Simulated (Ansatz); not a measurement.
LaRuSi (P4/nmm), PBEsol, DFPT electron-phonon coupling, linearised Boltzmann equation (Ansatz, an electronic-structure program). Phonon-limited resistivity 49.9 μΩ·cm at 300 K along y (a = (4.21, 0.00, 0.00) Å; b = (0.00, 4.21, 0.00) Å; c = (0.00, 0.00, 7.03) Å), 67.5 μΩ·cm at 400 K, current-weighted mean free path 3.7 nm, Drude plasma energy 3.34 eV.

### Question
Estimate the electronic thermal conductivity at 300 K by the Wiedemann-Franz law (L₀ = 2.44×10⁻⁸ W·Ω/K²).

### Answer
L₀T/ρ = 2.44×10⁻⁸ × 300/(49.9×10⁻⁸) = 14.7 W/(m·K). Inelastic scattering puts the true Lorenz number somewhat under L₀ near and below the Debye temperature.

### Question
What Drude relaxation time do resistivity and plasma energy imply?

### Answer
ω_p = 5.07e15 s⁻¹, so τ = 1/(ε₀ ω_p² ρ) = 8.79 fs, a damping ħ/τ of 74.9 meV.

### Question
What temperature coefficient of resistance follows, and how does it compare with 1/T?

### Answer
(ρ₄₀₀ − ρ₃₀₀)/(100 K × ρ₃₀₀) = 3.53×10⁻³ K⁻¹, against 1/T = 3.33×10⁻³ K⁻¹ for a resistivity proportional to T. It lies higher because phonons are still being populated at 300 K; impurities would add a constant and lower it.

A metal at this level (no band gap). Only scattering by harmonic phonons is included (no impurities, grain boundaries, electron-electron scattering or thermal expansion). Spin-orbit coupling is left out. The run warned that the eigensolver left some states short of its tolerance. Halving the electron mesh (20x20x12) moves the resistivity by up to 2 % at 300 K, the mean free path by up to 2 %. Smearing 0.20 eV; phonons on a 3x3x2 q mesh, which this run doesn't test.

Formula and space group known from diffraction (Crystallography Open Database), not checked to be the room-temperature form: LaRuSi (P4/nmm).
